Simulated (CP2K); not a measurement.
Worked example: self-consistent single point of Mg3CdO4 (Pm-3m, 8 atoms in the cell) in CP2K.

Level of theory: LDA (Pade form), GPW, DZVP-MOLOPT-PBE-GTH basis, GTH-PBE potentials (POTENTIAL_UZH) (CP2K).

```xyz
8
Lattice="4.4466 0.0000 0.0000 0.0000 4.4466 0.0000 0.0000 0.0000 4.4466" Properties=species:S:1:pos:R:3 pbc="T T T"
Mg     0.0000     2.2233     2.2233
Mg     2.2233     0.0000     2.2233
Mg     2.2233     2.2233     0.0000
Cd     0.0000     0.0000     0.0000
O      2.2233     0.0000     0.0000
O      0.0000     2.2233     0.0000
O      0.0000     0.0000     2.2233
O      2.2233     2.2233     2.2233
```

Reference input (self-consistent single point, DFT PBEsol, GPW, DZVP-MOLOPT-PBE-GTH basis, GTH-PBE potentials (POTENTIAL_UZH)): CUTOFF = 1000 Ry; REL_CUTOFF = 50 Ry; KPOINTS/SCHEME = MONKHORST-PACK 6 6 6; GAMMA_CENTERED = T; XC_FUNCTIONAL = PBE:PBESOL; Mg/BASIS_SET = DZVP-MOLOPT-PBE-GTH-q10; Mg/POTENTIAL = GTH-PBE-q10; Cd/BASIS_SET = DZVP-MOLOPT-PBE-GTH-q12; Cd/POTENTIAL = GTH-PBE-q12; O/BASIS_SET = DZVP-MOLOPT-PBE-GTH-q6; O/POTENTIAL = GTH-PBE-q6; METHOD = GPW. This run's input differs from it in these lines:

```diff
@@ -40,6 +40,3 @@
     &XC
-      &XC_FUNCTIONAL
-        &PBE
-          PARAMETRIZATION PBESOL
-        &END PBE
+      &XC_FUNCTIONAL PADE
       &END XC_FUNCTIONAL
```

Log, with long lists cut:

```
 SCF WAVEFUNCTION OPTIMIZATION

  Step     Update method      Time    Convergence         Total energy    Change
     1 NoMix/Diag. 0.30E+00      -     1.53942270      -300.1456509783 -3.00E+02
     2 Broy./Diag. 0.30E+00      -     0.08164915      -295.2207333575  4.92E+00
     3 Broy./Diag. 0.30E+00      -     0.06680334      -298.8485752782 -3.63E+00
     4 Broy./Diag. 0.30E+00      -     0.03412025      -299.6210324820 -7.72E-01
     5 Broy./Diag. 0.30E+00      -     0.00963726      -299.2245495296  3.96E-01
     6 Broy./Diag. 0.30E+00      -     0.00182343      -299.4193706388 -1.95E-01
   [... 5 lines left out ...]
    12 Broy./Diag. 0.30E+00      -     0.00003018      -299.4391253908 -5.33E-04
    13 Broy./Diag. 0.30E+00      -     0.00000700      -299.4391925464 -6.72E-05
    14 Broy./Diag. 0.30E+00      -     0.00000395      -299.4391542456  3.83E-05
    15 Broy./Diag. 0.30E+00      -     0.00000009      -299.4391409357  1.33E-05
  *** SCF run converged in    15 steps ***

  Overlap energy of the core charge distribution:               0.00000000030234
  Self energy of the core charge distribution:               -679.22622541365615
  Core Hamiltonian energy:                                    200.35947521012747
  Hartree energy:                                             225.10085246795225
  Exchange-correlation energy:                                -45.67324320045202

  Total energy:                                              -299.43914093572619

                     Mulliken Population Analysis

 #  Atom  Element  Kind  Atomic population                           Net charge
       1     Mg       1          8.857334                              1.142666
       2     Mg       1          8.857334                              1.142666
   [... lines left out ...]

 STRESS| Analytical stress tensor [bar]
 STRESS|                        x                   y                   z
 STRESS|      x       -4.34232876931E+04   5.95915396136E-03   5.95915239115E-03
 STRESS|      y        5.95915396136E-03  -4.34232767361E+04   5.95915318691E-03
 STRESS|      z        5.95915239115E-03   5.95915318691E-03  -4.34233546079E+04
 STRESS| 1/3 Trace                                            -4.34233063457E+04
```

The run converged in 15 iterations. Against the reference run the pressure goes from -0.44 to -4.34 GPa and the gap on the mesh goes from 0.757 to 0.638 eV.

The starting cell comes from a database of computed structures (which also holds hypothetical and non-ambient phases and stackings), without a prior relaxation at this level. Values carry the incompleteness of an atom-centred basis. The potentials were made for another functional than the one used. With a pressure of about -4 GPa the cell is away from its equilibrium volume at this level.

Cost on one core of a shared machine: roughly 30 s.
